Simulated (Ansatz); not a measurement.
**bcc V (1 1 0) on monoclinic HfO2 (0 1 0) (film strained to the substrate, faces as cut)**

A periodic stack without vacuum, bcc V (1 1 0) on monoclinic HfO2 (0 1 0) (film strained to the substrate, faces as cut): substrate slab Hf10O24, film V20, surface cells [[0, 1], [-1, 0]] and [[-2, 0], [-3, -2]], film strained by +3.0 and +4.0 %, faces O/O and V/V as cut (like faces can put a slab off its formula).

The start was prepared with a machine-learned potential, and the result is one local minimum, with the in-plane cell held and forces under 0.04 eV/Å; the film can end far from its bulk form.

These are PBE (plane waves to 420 eV, PAW; Ansatz, a first-principles code) values and carry that method's errors. Scalar-relativistic, without spin–orbit coupling; the runs are not spin-polarised; PBE gaps are too small against experiment. Its k-point mesh 5×5×1, Fermi–Dirac width 0.05 eV.

- interface area: 27.2 Å²
- period: 23.91 Å
- gaps between the outermost planes at the two interfaces: 1.09 and 1.09 Å
- O–V contacts across the interfaces within 1.22 times the sum of covalent radii: 22, mean 2.11 Å
- Hf–V contacts across the interfaces within 1.22 times the sum of covalent radii: 14, mean 3.32 Å
- hole barrier (PBE): 3.02 eV
- electron barrier (PBE): 1.02 eV

```yaml
crystal:
  lattice:
    - [5.34876, -0.00204, -0.19881]
    - [0.86426, 5.08721, -0.12202]
    - [-0.54433, -0.86995, 23.96816]
  atoms:
    - { symbol: Hf, position: [0.19219, 0.22712, 0.09407] }
    - { symbol: Hf, position: [0.61480, 0.65993, 0.07692] }
    - { symbol: Hf, position: [0.13607, 0.69729, 0.20360] }
    - { symbol: Hf, position: [0.71105, 0.23527, 0.18407] }
    - { symbol: O, position: [0.05191, 0.01268, 0.15211] }
    - { symbol: O, position: [0.75673, 0.87921, 0.02010] }
    - { symbol: O, position: [0.26059, 0.89280, 0.03234] }
    - { symbol: O, position: [0.53890, 0.00706, 0.12633] }
    - { symbol: O, position: [0.93203, 0.38853, 0.03080] }
    - { symbol: O, position: [0.88725, 0.49905, 0.13814] }
    - { symbol: O, position: [0.38547, 0.50674, 0.14157] }
    - { symbol: O, position: [0.43835, 0.35941, 0.03715] }
    - { symbol: Hf, position: [0.24448, 0.27415, 0.31193] }
    - { symbol: Hf, position: [0.65849, 0.71452, 0.29351] }
    - { symbol: Hf, position: [0.19186, 0.75328, 0.42140] }
    - { symbol: Hf, position: [0.76689, 0.29132, 0.40183] }
    - { symbol: O, position: [0.11324, 0.07437, 0.37221] }
    - { symbol: O, position: [0.78981, 0.91433, 0.23330] }
    - { symbol: O, position: [0.29732, 0.92273, 0.26351] }
    - { symbol: O, position: [0.60565, 0.06587, 0.34196] }
    - { symbol: O, position: [0.96344, 0.43103, 0.24948] }
    - { symbol: O, position: [0.93953, 0.55763, 0.35601] }
    - { symbol: O, position: [0.44004, 0.55859, 0.35831] }
    - { symbol: O, position: [0.46293, 0.43001, 0.24717] }
    - { symbol: Hf, position: [0.28828, 0.32856, 0.52853] }
    - { symbol: Hf, position: [0.71079, 0.76141, 0.51144] }
    - { symbol: O, position: [0.14670, 0.10949, 0.58542] }
    - { symbol: O, position: [0.85098, 0.97580, 0.45336] }
    - { symbol: O, position: [0.36410, 0.98144, 0.47918] }
    - { symbol: O, position: [0.64281, 0.09580, 0.57315] }
    - { symbol: O, position: [0.01578, 0.48952, 0.46739] }
    - { symbol: O, position: [0.97056, 0.59991, 0.57477] }
    - { symbol: O, position: [0.46437, 0.62921, 0.56838] }
    - { symbol: O, position: [0.51755, 0.48179, 0.46392] }
    - { symbol: V, position: [0.14165, 0.41807, 0.64192] }
    - { symbol: V, position: [0.65204, 0.41969, 0.63086] }
    - { symbol: V, position: [0.92555, 0.93122, 0.63160] }
    - { symbol: V, position: [0.42919, 0.92180, 0.63181] }
    - { symbol: V, position: [0.80513, 0.71043, 0.71844] }
    - { symbol: V, position: [0.31257, 0.70975, 0.71904] }
    - { symbol: V, position: [0.55840, 0.21004, 0.71808] }
    - { symbol: V, position: [0.05501, 0.20522, 0.72073] }
    - { symbol: V, position: [0.45187, 0.99460, 0.80275] }
    - { symbol: V, position: [0.95189, 0.99465, 0.80276] }
    - { symbol: V, position: [0.20310, 0.49538, 0.80259] }
    - { symbol: V, position: [0.70066, 0.49384, 0.80291] }
    - { symbol: V, position: [0.09851, 0.27869, 0.88709] }
    - { symbol: V, position: [0.59112, 0.27931, 0.88647] }
    - { symbol: V, position: [0.84866, 0.78386, 0.88478] }
    - { symbol: V, position: [0.34531, 0.77902, 0.88740] }
    - { symbol: V, position: [0.76194, 0.57064, 0.96360] }
    - { symbol: V, position: [0.25209, 0.56919, 0.97460] }
    - { symbol: V, position: [0.47421, 0.06699, 0.97369] }
    - { symbol: V, position: [0.97780, 0.05749, 0.97390] }
```
